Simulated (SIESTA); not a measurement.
SIESTA run on TiTe₂ (P-3m1, 3 atoms in the cell): self-consistent single point

Computed with GGA PBE, numerical atomic orbitals DZP, PseudoDojo PBE standard norm-conserving potentials (rewritten from UPF to PSML) run with SIESTA.

Input as run:

```
# files in the folder: Ti.psml Te.psml (PseudoDojo PBE standard)
SystemName  TiTe2
SystemLabel TiTe2

NumberOfAtoms                3
NumberOfSpecies              2
%block ChemicalSpeciesLabel
  1 22 Ti
  2 52 Te
%endblock ChemicalSpeciesLabel
LatticeConstant              1.0 Ang
%block LatticeVectors
     3.824210000    0.000000000    0.000000000
    -1.912105000    3.311863000    0.000000000
     0.000000000    0.000000000    6.718250000
%endblock LatticeVectors
AtomicCoordinatesFormat      Fractional
%block AtomicCoordinatesAndAtomicSpecies
     0.000000000    0.000000000    0.000000000  1
     0.666667000    0.333333000    0.749830000  2
     0.333333000    0.666667000    0.250170000  2
%endblock AtomicCoordinatesAndAtomicSpecies

XC.functional                GGA
XC.authors                   PBE
PAO.BasisSize                DZP
PAO.EnergyShift              0.005 Ry
MeshCutoff                   400 Ry
%block kgrid.MonkhorstPack
   12   0   0  0.0
    0  12   0  0.0
    0   0   6  0.0
%endblock kgrid.MonkhorstPack
OccupationFunction           FD
ElectronicTemperature        1160.45 K

MaxSCFIterations             150
SCF.Mixer.Method             Broyden
SCF.Mixer.Weight             0.2
SCF.Mixer.History            6
SCF.DM.Tolerance             1.0E-04
Diag.ParallelOverK           true
WriteForces                  true
```

Log, with long lists cut:

```
reinit: Reading from file input.fdf

reinit: System Name: TiTe2
reinit: System Label: TiTe2

coor:   Atomic-coordinates input format  =     Fractional

siesta: Atomic coordinates (Bohr) and species
siesta:      0.00000   0.00000   0.00000  1        1
siesta:      3.61336   2.08617   9.51958  2        2
siesta:     -0.00000   4.17234   3.17607  2        3

siesta: System type = bulk

initatomlists: Number of atoms, orbitals, and projectors:      3    55    84

siesta: ******************** Simulation parameters ****************************
redata: Spin configuration                          = none
redata: Time-Reversal Symmetry                      = T
redata: Number of Atomic Species                    =        2
redata: Mesh Cutoff                                 =   400.0000 Ry
redata: Net charge of the system                    =     0.0000 |e|
redata: Min. number of SCF Iter                     =        0
redata: Max. number of SCF Iter                     =      150
redata: SCF convergence failure will abort job
redata: SCF mix quantity                            = Hamiltonian
redata: Mix DM or H after convergence               =   F
redata: Recompute H after scf cycle                 =   F
redata: Mix DM in first SCF step                    =   T
redata: No kicks to SCF
redata: DM Mixing Weight for Kicks                  =     0.5000
redata: Require Harris convergence for SCF          =   F
redata: Harris energy tolerance for SCF             =     0.000100 eV
redata: Require DM convergence for SCF              =   T
redata: DM tolerance for SCF                        =     0.000100
redata: Require EDM convergence for SCF             =   F
redata: EDM tolerance for SCF                       =     0.001000 eV
redata: Require H convergence for SCF               =   T
redata: Hamiltonian tolerance for SCF               =     0.001000 eV
redata: Require (free) Energy convergence for SCF   =   F
redata: (free) Energy tolerance for SCF             =     0.000100 eV
redata: Using DFT-D3 dispersion                     =   F
redata: Using Saved Data (generic)                  =   F
redata: Method of Calculation                       = Diagonalization
redata: Electronic Temperature                      =  1160.4500 K
redata: Number of TDED substeps                     =        3
redata: Dynamics option                             = Single-point calculation
redata: Save all siesta data in one NC              =   F
redata: ***********************************************************************

%block SCF.Mixers
  Broyden
%endblock SCF.Mixers

%block SCF.Mixer.Broyden
  # Mixing method
  method broyden

  # Mixing options
  weight 0.2000
  weight.linear 0.2000
  weight.prime 0.2000
  history 6
%endblock SCF.Mixer.Broyden

DM_history_depth set to one: no extrapolation allowed by default for geometry relaxation
Size of DM history Fstack: 1
Total number of electrons:    44.000000
Total ionic charge:    44.000000

* ProcessorY, Blocksize:    1  56

* Orbital distribution balance (max,min):    55    55

k-point displ. along   1 input, could be:     0.00    0.50
k-point displ. along   2 input, could be:     0.00    0.50
k-point displ. along   3 input, could be:     0.00    0.50
 Kpoints in:          504 . Kpoints trimmed:          477

siesta: k-grid: Number of k-points = 477
siesta: k-points from Monkhorst-Pack grid
siesta: k-cutoff (effective) =    20.155 Ang
siesta: k-point supercell and displacements
siesta: k-grid:    12     0     0      0.000
siesta: k-grid:     0    12     0      0.000
siesta: k-grid:     0     0     6      0.000

diag: Algorithm                                     = D&C
diag: Parallel over k                               =   F
diag: Use parallel 2D distribution                  =   F
diag: Parallel block-size                           = 56
diag: Parallel distribution                         =     1 x     1
diag: Used triangular part                          = Lower
diag: Absolute tolerance                            =  0.100E-15
diag: Orthogonalization factor                      =  0.100E-05
diag: Memory factor                                 =  1.0000

superc: Internal auxiliary supercell:     7 x     7 x     5  =     245
superc: Number of atoms, orbitals, and projectors:    735  13475  20580

                        Single-point calculation

superc: Internal auxiliary supercell:     7 x     7 x     5  =     245
superc: Number of atoms, orbitals, and projectors:    735  13475  20580

outcell: Unit cell vectors (Ang):
        3.824210    0.000000    0.000000
       -1.912105    3.311863    0.000000
        0.000000    0.000000    6.718250

outcell: Cell vector modules (Ang)   :    3.824210    3.824210    6.718250
outcell: Cell angles (23,13,12) (deg):     90.0000     90.0000    120.0000
outcell: Cell volume (Ang**3)        :     85.0884
new_DM -- step:     1
Initializing Density Matrix...

Attempting to read DM from file... Failed...
DM filled with atomic data:

InitMesh: MESH = 40 x 40 x 90 = 144000
InitMesh: Mesh cutoff (required, used) =   400.000   403.160 Ry

stepf: Fermi-Dirac step function

        iscf     Eharris(eV)        E_KS(eV)     FreeEng(eV)     dDmax    Ef(eV) dHmax(eV)
   scf:    1    -7307.671451    -7315.776229    -7315.801819  1.777368 -4.107118 10.064051
   scf:    2    -7310.539120    -7316.566182    -7316.630201  0.303694 -4.865238  6.085270
   scf:    3    -7317.819281    -7318.158649    -7318.202053  0.150969 -4.545018  1.960364
   scf:    4    -7317.904172    -7318.171540    -7318.223961  0.097050 -4.787921  1.699848
   scf:    5    -7316.229438    -7317.708430    -7317.745335  0.122700 -4.508398  4.471546
   scf:    6    -7318.230561    -7318.270489    -7318.318647  0.092572 -4.743510  0.365385
   scf:    7    -7318.275669    -7318.275282    -7318.322380  0.007683 -4.722403  0.044301
   scf:    8    -7318.274439    -7318.275014    -7318.322364  0.001795 -4.723931  0.061096
   scf:    9    -7318.275452    -7318.275277    -7318.322467  0.001343 -4.719071  0.001026
   scf:   10    -7318.275283    -7318.275280    -7318.322467  0.000104 -4.718726  0.000737
   scf:   11    -7318.275285    -7318.275282    -7318.322467  0.000036 -4.718648  0.000162

SCF Convergence by DM+H criterion
max |DM_out - DM_in|         :     0.0000360601
max |H_out - H_in|      (eV) :     0.0001624759
SCF cycle converged after 11 iterations

Using DM_out to compute the final energy and forces

siesta: E_KS(eV) =            -7318.2753

siesta: E_KS - E_eggbox =     -7318.2753

siesta: Atomic forces (eV/Ang):
     1   -0.000000    0.000000   -0.000000
     2    0.000061   -0.000035   -0.331075
     3   -0.000061    0.000035    0.331075
   Tot   -0.000000   -0.000000   -0.000000
   Max    0.331075
   Res    0.156070    sqrt( Sum f_i^2 / 3N )
   Max    0.331075    constrained

Stress tensor Voigt[x,y,z,yz,xz,xy] (kbar):        1.41        1.69      -14.56       -0.00        0.00        0.24
(Free)E + p*V (eV/cell)    -7318.1195
Target enthalpy (eV/cell)    -7318.3225

siesta: Program's energy decomposition (eV):
siesta: Ebs     =     -1331.041842
siesta: Eions   =      8628.922702
siesta: Ena     =       707.908680
siesta: Ekin    =      3728.555733
siesta: Enl     =     -1582.269501
siesta: Eso     =         0.000000
siesta: Edftu   =         0.000000
siesta: DEna    =        29.168915
siesta: DUscf   =         0.512684
siesta: DUext   =         0.000000
siesta: Ex      =     -1481.038688
siesta: Ec      =       -92.190402
siesta: Exc     =     -1573.229091
siesta: Eharris =     -7318.275285
siesta: Etot    =     -7318.275282
siesta: FreeEng =     -7318.322467

siesta: Atomic forces (eV/Ang):
siesta:      1   -0.000000    0.000000   -0.000000
siesta:      2    0.000061   -0.000035   -0.331075
siesta:      3   -0.000061    0.000035    0.331075
siesta: ----------------------------------------
siesta:    Tot   -0.000000   -0.000000   -0.000000

siesta: Stress tensor (static) (eV/Ang**3):
siesta:     0.000878    0.000151    0.000002
siesta:     0.000151    0.001052   -0.000001
siesta:     0.000002   -0.000001   -0.009085

siesta: Cell volume =         85.088380 Ang**3

siesta: Pressure (static):
siesta:                Solid            Molecule  Units
siesta:           0.00002597          0.00007339  Ry/Bohr**3
siesta:           0.00238489          0.00673805  eV/Ang**3
siesta:           3.82101189         10.79554251  kBar
```

The run converged in 11 iterations.

The starting cell comes from a database of computed structures (which also holds hypothetical and non-ambient phases and stackings), without a prior relaxation at this level. Spin polarisation is off, so a magnetic state, if there is one, cannot be reached. Values carry the incompleteness of an atom-centred basis.

Cost on one core of a shared machine: roughly 60 s.
